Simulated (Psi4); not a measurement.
Psi4 1.11, R2SCAN/def2-svp: CO/C([SiH3])=N\[SiH3], 15 atoms. The geometry is a generated start, not checked to be a minimum at this level.

| Item | Result |
|---|---|
| task | gradient |
| method | r2scan |
| basis | def2-svp |
| memory | 7 GB |
| scf_type | df (default) |
| guess | auto, which took SAD (default) |
| diis_max_vecs | 10 (default) |
| scf_initial_accelerator | adiis (default) |
| e_convergence | 1e-08 (default) |
| d_convergence | 1e-08 (default) |
| basis functions (reference run) | 137 |
| grid points (reference run) | 2708048 |

```xyz
15

C      1.7409    -0.7272    -0.9109
O      0.8077     0.2771    -0.4830
C     -0.3346    -0.0538     0.1941
Si    -0.8303    -1.8551     0.6510
N     -1.1776     0.8516     0.5808
Si    -0.8924     2.5291     0.2549
H      1.2675    -1.4129    -1.6189
H      2.5620    -0.2189    -1.4242
H      2.1535    -1.2585    -0.0489
H     -2.1208    -1.9576     1.3891
H      0.2346    -2.4843     1.4833
H     -0.9305    -2.6875    -0.5818
H     -0.8290     2.7391    -1.2121
H     -2.0204     3.3111     0.8146
H      0.3697     2.9479     0.9120
```

Differences are taken against the run with dft_radial_points = 200, dft_spherical_points = 974, dft_pruning_scheme = none (default); no run here is proven converged. Each setting ran once; only counts and results are compared.

Settings tried, all else as in the reference:
- dft_radial_points = 99, dft_spherical_points = 590, dft_pruning_scheme = robust
- dft_radial_points = 75 (default), dft_spherical_points = 302 (default), dft_pruning_scheme = treutler
- dft_radial_points = 50, dft_spherical_points = 194
- dft_radial_points = 25, dft_spherical_points = 50
- dft_radial_points = 75 (default), dft_spherical_points = 302 (default)
- dft_radial_points = 150, dft_spherical_points = 770
- dft_radial_points = 99, dft_spherical_points = 590
- dft_radial_points = 75 (default), dft_spherical_points = 434
- dft_radial_points = 99, dft_spherical_points = 590, dft_pruning_scheme = treutler
- dft_radial_points = 35, dft_spherical_points = 110
- dft_radial_points = 75 (default), dft_spherical_points = 302 (default), dft_pruning_scheme = robust

Q: Which settings reproduce the reference to 1.0 meV/atom in energy, 10 meV/Å in forces (largest component)?

A: Within it: dft_radial_points = 150, dft_spherical_points = 770; dft_radial_points = 99, dft_spherical_points = 590; dft_radial_points = 99, dft_spherical_points = 590, dft_pruning_scheme = robust. Outside: dft_radial_points = 99, dft_spherical_points = 590, dft_pruning_scheme = treutler; dft_radial_points = 75 (default), dft_spherical_points = 434; dft_radial_points = 75 (default), dft_spherical_points = 302 (default), dft_pruning_scheme = treutler; dft_radial_points = 75 (default), dft_spherical_points = 302 (default), dft_pruning_scheme = robust; dft_radial_points = 75 (default), dft_spherical_points = 302 (default); dft_radial_points = 50, dft_spherical_points = 194; dft_radial_points = 35, dft_spherical_points = 110; dft_radial_points = 25, dft_spherical_points = 50.

```json
[
 {"setting": "the reference", "grid points": "2708048", "energy against the reference": "—", "difference in forces (largest component)": "—"},
 {"setting": "dft_radial_points = 150, dft_spherical_points = 770", "grid points": "1615976", "energy against the reference": "−0.0011 meV/atom", "difference in forces (largest component)": "0.85 meV/Å"},
 {"setting": "dft_radial_points = 99, dft_spherical_points = 590", "grid points": "820213", "energy against the reference": "+0.099 meV/atom", "difference in forces (largest component)": "5.4 meV/Å"},
 {"setting": "dft_radial_points = 99, dft_spherical_points = 590, dft_pruning_scheme = robust", "grid points": "572467", "energy against the reference": "+0.099 meV/atom", "difference in forces (largest component)": "5.4 meV/Å"},
 {"setting": "dft_radial_points = 99, dft_spherical_points = 590, dft_pruning_scheme = treutler", "grid points": "425227", "energy against the reference": "−0.21 meV/atom", "difference in forces (largest component)": "20 meV/Å"},
 {"setting": "dft_radial_points = 75 (default), dft_spherical_points = 434", "grid points": "459323", "energy against the reference": "−0.18 meV/atom", "difference in forces (largest component)": "30 meV/Å"},
 {"setting": "dft_radial_points = 75 (default), dft_spherical_points = 302 (default), dft_pruning_scheme = treutler", "grid points": "175337", "energy against the reference": "−0.48 meV/atom", "difference in forces (largest component)": "33 meV/Å"},
 {"setting": "dft_radial_points = 75 (default), dft_spherical_points = 302 (default), dft_pruning_scheme = robust", "grid points": "218897", "energy against the reference": "−0.20 meV/atom", "difference in forces (largest component)": "35 meV/Å"},
 {"setting": "dft_radial_points = 75 (default), dft_spherical_points = 302 (default)", "grid points": "319901", "energy against the reference": "−0.20 meV/atom", "difference in forces (largest component)": "35 meV/Å"},
 {"setting": "dft_radial_points = 50, dft_spherical_points = 194", "grid points": "139243", "energy against the reference": "+5.9 meV/atom", "difference in forces (largest component)": "100 meV/Å"},
 {"setting": "dft_radial_points = 35, dft_spherical_points = 110", "grid points": "55510", "energy against the reference": "+9.8 meV/atom", "difference in forces (largest component)": "190 meV/Å"},
 {"setting": "dft_radial_points = 25, dft_spherical_points = 50", "grid points": "18097", "energy against the reference": "+31 meV/atom", "difference in forces (largest component)": "450 meV/Å"}
]
```

Total energies are compared; such shifts often cancel in part in energy differences. The gradients leave out the derivatives of the grid weights. The tolerance is a choice made for this comparison.
